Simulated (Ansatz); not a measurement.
Base system: BeTe in the zinc blende structure (space group F-43m, No. 216).

```cif
data_Be4Te4
_chemical_formula_sum 'Be4 Te4'
_space_group_name_H-M_alt 'F-43m'
_space_group_IT_number 216
_space_group_name_Hall 'F -4 2 3'
_cell_length_a 5.60433
_cell_length_b 5.60433
_cell_length_c 5.60433
_cell_angle_alpha 90.000
_cell_angle_beta 90.000
_cell_angle_gamma 90.000
loop_
_atom_site_label
_atom_site_type_symbol
_atom_site_symmetry_multiplicity
_atom_site_Wyckoff_symbol
_atom_site_fract_x
_atom_site_fract_y
_atom_site_fract_z
_atom_site_occupancy
Be1 Be 4 a 0.00000 0.00000 0.00000 1
Te1 Te 4 d 0.75000 0.75000 0.75000 1
```
(The calculation used a cell of 2 atoms; values per cell refer to that cell.)

Computed with PBEsol (Ansatz, a first-principles code; PAW; 420 eV plane waves; no SOC).

One change was made to it. Results:

The band gap shrinks by 0.081 eV to 1.75 eV; the hole mass (degenerate bands, along [100]) goes from 0.20, 0.33, 0.33 mₑ (at Γ) to 0.20, 0.32, 0.32 mₑ (at Γ); the gap character is still indirect, Γ → X.

### Question
Which of these changes matches the shifts?
A) pressure 0.9 GPa
B) pressure −2 GPa
C) pressure 2.1 GPa

### Answer
C, pressure 2.1 GPa. For comparison, the band gap in the other runs: pressure −2 GPa gives 1.92 eV; pressure 0.9 GPa gives 1.80 eV.

Spin-orbit coupling, missing from the scalar runs, can matter with Te. Load acts through the strain it causes; cell and atoms are relaxed under it. Masses are band curvatures over ±0.01 Å⁻¹ around the edge. Stability against distortions was not tested.
